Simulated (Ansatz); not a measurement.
A self-consistent single point of BaSr3 (P6_3/mmc, 8 atoms in the cell) with Ansatz (a program for electronic structure).

Method: PBEsol, default PAW files made with PBE (plane waves; Ansatz).

```xyz
8
Lattice="8.0233 0.0000 0.0000 -4.0117 6.9484 0.0000 0.0000 0.0000 6.4353" Properties=species:S:1:pos:R:3 pbc="T T T"
Sr     4.0117     4.7138     1.6088
Sr    -2.0764     5.8311     4.8265
Sr     1.9352     1.1173     1.6088
Sr     0.0000     2.2346     4.8265
Sr     6.0881     1.1173     1.6088
Sr     2.0764     5.8311     4.8265
Ba     0.0000     4.6323     1.6088
Ba     4.0117     2.3161     4.8265
```

Reference input (self-consistent single point, DFT, PBEsol, plane waves, default PAW files made with PBE): basis.ecutwfc = 420 eV; kpoints.mp_grid.grid = 4 4 4; hamiltonian.xc = pbesol; hamiltonian.pseudopotentials = {kind: paw} (the program's default PAW files); scf.occupations.method = gaussian; scf.occupations.width = 0.136 eV. This run's input differs from it in these lines:

Ansatz 0.2 input:
```diff
@@ -17,3 +17,3 @@
 kpoints:
-  mp_grid: { grid: [4, 4, 4] }
+  mp_grid: { grid: [3, 3, 3] }
 hamiltonian:
@@ -22,3 +22,3 @@
 scf:
-  occupations: { method: gaussian, width: 0.136 }
+  occupations: { method: gaussian, width: 0.3 }
 output:
```

The program printed (abridged):

```
SCF iter   1: F=—  HF=-32678.080022 eV  |F-HF|=—  |Δ(HF+E_count)|=         —  Δρ=2.52e-3  dr2=8.21e-2  ethr=1.77e-3  ⟨swp⟩=15.0  Hψ=1763  notcnv=0
all-band conjugate gradients solve this SCF's bands
preconditioner: auto → Kerker (q_TF=auto, 2.125 Å⁻¹)
SCF iter   2: F=—  HF=-32678.074195 eV  |F-HF|=—  |Δ(HF+E_count)|=   5.83e-3  Δρ=1.56e-3  dr2=2.98e-2  ethr=1.03e-4  ⟨swp⟩=1.2  Hψ=350  notcnv=0
SCF iter   3: F=—  HF=-32678.069835 eV  |F-HF|=—  |Δ(HF+E_count)|=   4.36e-3  Δρ=3.35e-4  dr2=8.41e-4  ethr=3.73e-5  ⟨swp⟩=2.2  Hψ=365  notcnv=0
SCF iter   4: F=—  HF=-32678.069804 eV  |F-HF|=—  |Δ(HF+E_count)|=   3.04e-5  Δρ=1.03e-4  dr2=5.80e-5  ethr=1.05e-6  ⟨swp⟩=3.5  Hψ=612  notcnv=0
SCF iter   5: F=—  HF=-32678.069987 eV  |F-HF|=—  |Δ(HF+E_count)|=   1.83e-4  Δρ=3.11e-5  dr2=2.88e-6  ethr=7.25e-8  ⟨swp⟩=2.2  Hψ=359  notcnv=0
SCF iter   6: F=-32678.069988 eV  HF=-32678.069988 eV  |F-HF|=8.23e-9  |Δ(HF+E_count)|=   7.86e-7  Δρ=4.00e-6  dr2=8.92e-8  ethr=1.25e-10  ⟨swp⟩=11.0  Hψ=1908  notcnv=0
SCF 1 converged in 6 iterations: F = -32678.069988 eV  dr2 = 8.92e-8
Free energy (F): -32678.069988 eV
Internal energy: -32677.554029 eV  (E = F + TS)
E sigma→0 (E₀):  -32677.812008 eV
Entropy (-TS):   -0.515959 eV (-64.495 meV/atom)
Fermi energy:    7.028832 eV
--- Forces (eV/Å), atoms counted from 1 ---
  atom   1  Sr    -0.00000001    -0.31300615    -0.00000000
  atom   2  Sr     0.27107128    -0.15650309    -0.00000000
  atom   3  Sr     0.27107129     0.15650307     0.00000000
  atom   4  Sr     0.00000001     0.31300615     0.00000000
  atom   5  Sr    -0.27107128     0.15650309     0.00000000
  atom   6  Sr    -0.27107129    -0.15650307    -0.00000000
  atom   7  Ba    -0.00000000     0.00000000     0.00000000
  atom   8  Ba     0.00000000    -0.00000000    -0.00000000
--- Stress (GPa, compression-positive) ---
        2.499852      -0.000000       0.000000
       -0.000000       2.499852       0.000000
        0.000000       0.000000       3.189252
  P = ⅓ Tr σ = 2.7297 GPa (27.297 kbar)
  The stress holds the Pulay correction. Without it, at fixed plane waves, as pw.x and ABINIT print it: P = 2.7272 GPa
```

The run converged in 6 iterations. Against the reference run the free energy drops by 27.6 meV/atom, the pressure moves little (2.69 to 2.73 GPa) and the largest force moves little (0.316 to 0.313 eV/Å).

The starting cell was generated: these elements placed on a structure prototype, without a prior relaxation; it need not be a known phase or ordering of this composition. Its lattice was rescaled by a random factor within 2.5 % of one. Ansatz's pressure includes its estimate of the finite-basis (Pulay) stress.
